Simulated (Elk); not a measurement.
# Elk run on LiBr (Fm-3m, 2 atoms in the cell): self-consistent single point

Method: PBE, all-electron FP-LAPW, Elk's shipped species files, default APW+lo basis in Elk 10.2.4.

The input file:

```
tasks
  0

xctype
  20

swidth
  0.00183747

maxscl
  100

scale
  7.349309865

avec
    0.0000000000    0.7071067812    0.7071067812
    0.7071067812    0.0000000000    0.7071067812
    0.7071067812    0.7071067812    0.0000000000

atoms
  2
  'Li.in'
  1
  0.0000000000  0.0000000000  0.0000000000    0.0 0.0 0.0
  'Br.in'
  1
  0.5000000000  0.5000000000  0.5000000000    0.0 0.0 0.0

ngridk
  10 10 10
```

The program printed (abridged):

```
│ Elk code version 10.2.4 │

All units are atomic (Hartree, Bohr, etc.)

│ Ground-state run starting from atomic densities │

Lattice vectors :
   0.000000000       5.196746843       5.196746843
   5.196746843       0.000000000       5.196746843
   5.196746843       5.196746843       0.000000000

Unit cell volume      :    280.6885379
Brillouin zone volume :   0.8837204943

Muffin-tin inner radius fraction :   0.1000000000E-01

Nuclei treated as point charges

Species :    1 (Li)
 parameters loaded from : Li.in
 name : lithium
 nuclear charge    :   -3.000000000
 electronic charge :    3.000000000
 atomic mass :    12652.66897
 muffin-tin radius :    1.800000000
 number of radial points in muffin-tin :    297
 atomic positions (lattice), magnetic fields (Cartesian) :
   1 :   0.00000000  0.00000000  0.00000000    0.00000000  0.00000000  0.00000000

Species :    2 (Br)
 parameters loaded from : Br.in
 name : bromine
 nuclear charge    :   -35.00000000
 electronic charge :    35.00000000
 atomic mass :    145656.0815
 muffin-tin radius :    2.400000000
 number of radial points in muffin-tin :    497
 atomic positions (lattice), magnetic fields (Cartesian) :
   1 :   0.50000000  0.50000000  0.50000000    0.00000000  0.00000000  0.00000000

Total number of atoms per unit cell :    2

Spin treatment :
 spin-unpolarised

Number of Bravais lattice symmetries :   48
Number of crystal symmetries         :   48
Crystal has inversion symmetry
Real symmetric eigensolver will be used

k-point grid :     10    10    10
k-point offset :    0.000000000       0.000000000       0.000000000
k-point set is reduced with full crystal symmetry group
Total number of k-points :       47

Muffin-tin radius times maximum |G+k| :    7.000000000
 using average radius
Maximum |G+k| for APW functions       :    3.333333333
Maximum (1/2)|G+k|²                   :    5.555555556
Maximum |G| for potential and density :    12.00000000
 potential will be trimmed for |G| > 2 gkmax
Constant for pseudocharge density :    7
Radial integration step length :    4

G-vector grid sizes :     30    30    30
Number of G-vectors :     8099

Maximum angular momentum used for
 APW functions                      :    8
 outer part of muffin-tin           :    6
 inner part of muffin-tin           :    1

Total nuclear charge    :   -38.00000000
Total core charge       :    18.00000000
Total valence charge    :    20.00000000
Total excess charge     :    0.000000000
Total electronic charge :    38.00000000

Effective Wigner radius, rₛ :    1.208140632

Number of empty states         :    8
Total number of valence states :   18
Total number of core states    :   18

Total number of local-orbitals :   20

Exchange-correlation functional :     20     0     0
 Perdew-Burke-Ernzerhof, Phys. Rev. Lett. 77, 3865 (1996)
 gradient requirement :    1
 generalised gradient approximation (GGA)

Smearing type :    3
 Fermi-Dirac
Smearing width :   0.1837470000E-02
Effective electronic temperature (K) :    580.2271348

Mixing type :    3
 Broyden mixing, J. Phys. A: Math. Gen. 17, L317 (1984)

Kohn-Sham potential initialised from atomic data

│ Self-consistent loop started │
│ Loop number : 1 │
 total energy                :     -2617.54554120
│ Loop number : 2 │
 total energy                :     -2617.52635013
RMS change in Kohn-Sham potential (target) :    19.44793574     (  0.1000000000E-05)
Absolute change in total energy (target)   :   0.1919106681E-01 (  0.1000000000E-03)
│ Loop number : 3 │
 total energy                :     -2616.06050338
RMS change in Kohn-Sham potential (target) :    9.891637315     (  0.1000000000E-05)
Absolute change in total energy (target)   :    1.470644517     (  0.1000000000E-03)
│ Loop number : 4 │
 total energy                :     -2614.99439957
RMS change in Kohn-Sham potential (target) :    3.447102357     (  0.1000000000E-05)
Absolute change in total energy (target)   :    1.433764943     (  0.1000000000E-03)
│ Loop number : 5 │
 total energy                :     -2614.56421787
RMS change in Kohn-Sham potential (target) :   0.9310633858     (  0.1000000000E-05)
Absolute change in total energy (target)   :   0.7886229300     (  0.1000000000E-03)
│ Loop number : 6 │
 total energy                :     -2614.43141948
RMS change in Kohn-Sham potential (target) :   0.2065463955     (  0.1000000000E-05)
Absolute change in total energy (target)   :   0.3299541241     (  0.1000000000E-03)
│ Loop number : 7 │
 total energy                :     -2614.38782146
RMS change in Kohn-Sham potential (target) :   0.2130006893E-01 (  0.1000000000E-05)
Absolute change in total energy (target)   :   0.1260865470     (  0.1000000000E-03)
│ Loop number : 8 │
 total energy                :     -2614.38045594
RMS change in Kohn-Sham potential (target) :   0.8916114348E-02 (  0.1000000000E-05)
Absolute change in total energy (target)   :   0.3888716066E-01 (  0.1000000000E-03)
│ Loop number : 9 │
 total energy                :     -2614.37463669
RMS change in Kohn-Sham potential (target) :   0.1210841834E-02 (  0.1000000000E-05)
Absolute change in total energy (target)   :   0.1554104176E-01 (  0.1000000000E-03)
│ Loop number : 10 │
 total energy                :     -2614.37402889
RMS change in Kohn-Sham potential (target) :   0.5302737311E-03 (  0.1000000000E-05)
Absolute change in total energy (target)   :   0.4493062303E-02 (  0.1000000000E-03)
│ Loop number : 11 │
 total energy                :     -2614.37365901
RMS change in Kohn-Sham potential (target) :   0.2652904833E-04 (  0.1000000000E-05)
Absolute change in total energy (target)   :   0.1493141041E-02 (  0.1000000000E-03)
│ Loop number : 12 │
 total energy                :     -2614.37364559
RMS change in Kohn-Sham potential (target) :   0.1086495899E-04 (  0.1000000000E-05)
Absolute change in total energy (target)   :   0.3867024157E-03 (  0.1000000000E-03)
│ Loop number : 13 │
 total energy                :     -2614.37363259
RMS change in Kohn-Sham potential (target) :   0.1147177889E-05 (  0.1000000000E-05)
Absolute change in total energy (target)   :   0.1096802057E-03 (  0.1000000000E-03)
│ Loop number : 14 │
 total energy                :     -2614.37363127
RMS change in Kohn-Sham potential (target) :   0.5335648743E-06 (  0.1000000000E-05)
Absolute change in total energy (target)   :   0.2873783387E-04 (  0.1000000000E-03)
Convergence targets achieved

│ Loop number : 15 │

Energies :
 Fermi                       :     0.674197722936E-01
 sum of eigenvalues          :     -1518.63206520
 electron kinetic            :      2679.99208626
 core electron kinetic       :      2435.67467652
 Coulomb                     :     -5200.08087521
 Coulomb potential           :     -4076.02139786
 nuclear-nuclear             :     -250.326718812
 electron-nuclear            :     -5823.48691493
 Hartree                     :      873.732758537
 Madelung                    :     -3162.07017628
 xc potential                :     -122.602753609
 exchange                    :     -92.5118164319
 correlation                 :     -1.77302538990
 electron entropic           :    -0.412049849543E-11
 total energy                :     -2614.37363077

Density of states at Fermi energy :   0.5438363171E-07
 (states/Hartree/unit cell)

Estimated indirect band gap :   0.1793086249
 from k-point     15 to k-point      1
Estimated direct band gap   :   0.1795817717
 at k-point      1

Charges :
 core                        :    18.00000000
 valence                     :    20.00000000
 interstitial                :    2.370553484
 muffin-tins (core leakage)
  species :    1 (Li)
   atom    1                 :    2.093174537     (   0.000000000    )
  species :    2 (Br)
   atom    1                 :    33.53627198     (  0.2319279378E-04)
 total in muffin-tins        :    35.62944652
 total calculated charge     :    37.98953610
 total charge                :    38.00000000
 error                       :   0.1046389768E-01

│ Self-consistent loop stopped │
```

The run converged in 15 iterations. The count includes the last loop, which Elk runs after its targets are met.

The starting cell has typed, rounded lattice constants, without a prior relaxation at this level. Values depend on the basis (sphere radii, cutoffs, local orbitals), which need not be converged.
